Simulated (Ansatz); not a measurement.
Base system: CdSe in the zinc blende structure (space group F-43m, No. 216; a = 6.007 Å). Axes: x, y, z lie along the cube axes.

Method: LDA, PAW, 420 eV (Ansatz, a quantum-chemistry and plane-wave program; no spin-orbit coupling).

Before the change:

| Item | Value |
|---|---|
| Band gap | 0.41 eV |
| Valence-band top at Γ | 0.00, 0.00, 0.00 eV |

One thing is altered: tensor shear ε_xy = +1.43 % (engineering shear γ = 0.0286); the atoms relax in the strained cell.

**Question.** Estimate the effect on the band gap.

**Answer.** The band gap drops by 0.07 eV to 0.34 eV.

**Question.** Estimate the effect on the valence-band top at Γ.

**Answer.** The valence-band top at Γ (three highest levels, from the VBM) goes from 0.00, 0.00, 0.00 eV to 0.00, -0.07, -0.13 eV.

No phonon test of stability was made.
